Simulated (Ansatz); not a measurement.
**SiC: band gap against strain**

SiC (wurtzite, P6_3mc, 10.503 Å³/atom at rest, c along z) under a strain ε along c (axis z), the other axes held. PBE in Ansatz, a plane-wave DFT program (PAW, default set), 420 eV, 12×12×7 Γ-centred mesh, Fermi-Dirac smearing 0.05 eV; ions are relaxed within the symmetry of each cell. Gaps are the smallest over the k-mesh and a band path, without spin-orbit coupling; in all rows the valence edge lies at Γ and the conduction edge at about 1.4 Å⁻¹ from Γ.

Here s stands for strain and Eg for gap.

```csv
strain (%),gap (eV)
0.00,2.31
0.60,2.28
1.20,2.25
1.80,2.22
3.00,?
```

Problem. Using a straight line, estimate the missing Eg at s = 3.00 from the other rows, showing the fit.

Solution. Means: s 0.90000, Eg 2.265. About the means, the sum of products is -0.090000 and the sum of squares of s is 1.8000; the slope is their ratio. Least squares gives Eg = 2.310 - 0.0500·s. Residuals (row less fit): 0.000, 0.000, 0.000, 0.000; standard error 0.000 (degrees of freedom: 2). Over these rows the gap moves by -5.0 ± 0.2 eV per unit strain. At the withheld row, Eg = 2.310 - 0.0500 × 3.0 = 2.160 eV. The calculation gives 2.17 eV, 0.010 eV above the prediction (7.1 % of the range of Eg in the table). The row lies outside the fitted rows, so this is an extrapolation. The fitted rows scatter only by rounding.

SiC is here the rare 2H polytype. Rows are the converged runs of the series near zero and its far end; series whose fitted rows scatter by over a few per cent of the range, as at a crossing or softening among them, aren't shown in this form. Most that stay on the fit to the last digits aren't either.
